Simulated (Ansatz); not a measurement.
# Hypothetical fluorite HfSi2 under a change: Si → Ru

Consider HfSi$_{2}$ in the fluorite structure (space group Fm-3m, No. 225; a = 6.183 Å; a hypothetical phase, not in the database extracts checked).

One thing is altered: full substitution Si → Ru; the structure is relaxed again.

Calculations: plane-wave PAW DFT at the PBEsol level (Ansatz, a quantum-chemistry and plane-wave program, 420 eV), without spin-orbit coupling. Γ-centred 13×13×13 mesh, Fermi–Dirac width 0.05 eV.

```tsv
quantity	base	changed	shift
volume per atom	19.70 Å³	18.06 Å³	-1.64 Å³
density	6.59 g/cm³	11.67 g/cm³	+5.074 g/cm³
band gap	zero	zero	–
```

Stability against distortions was not tested. As relaxed here, HfRu2 is a hypothetical phase, not in the database extracts checked. All final runs are without spin polarisation. HfRu2 and HfSi2 have a high density of states at the Fermi level and may be magnetic at this level.
